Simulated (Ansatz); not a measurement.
## A computed series for WC: pressure series

Consider WC (space group P-6m2, No. 187; a = 2.912 Å, c = 2.836 Å).

Cell and atoms are relaxed at each pressure.

All numbers come from r2SCAN/PAW in Ansatz (a first-principles code), scalar-relativistic without spin-orbit coupling.

Two rows of this table had their results exchanged by mistake.

```
pressure          volume per atom (Å³)  shortest distance (Å)  band gap
----------------  --------------------  ---------------------  --------
pressure −2 GPa                  10.47                  2.203      zero
pressure −1 GPa                  10.40                  2.198      zero
pressure 0.3 GPa                 10.41                  2.199      zero
pressure 0.7 GPa                 10.44                  2.201      zero
pressure 1.5 GPa                 10.38                  2.197      zero
pressure 3 GPa                   10.34                  2.194      zero
pressure 5 GPa                   10.29                  2.191      zero
pressure 7.5 GPa                 10.23                  2.187      zero
pressure 10 GPa                  10.17                  2.183      zero
```

Question: Which two?

Answer: The rows for pressure −1 GPa and pressure 0.7 GPa: the volume has to fall steadily with pressure, so 10.44 Å³ belongs to pressure −1 GPa and 10.40 Å³ to pressure 0.7 GPa.

Load acts through the strain it causes; cell and atoms are relaxed under it. Stability against distortions was not tested. No other phases were tried under pressure. The final runs are not spin-polarised.
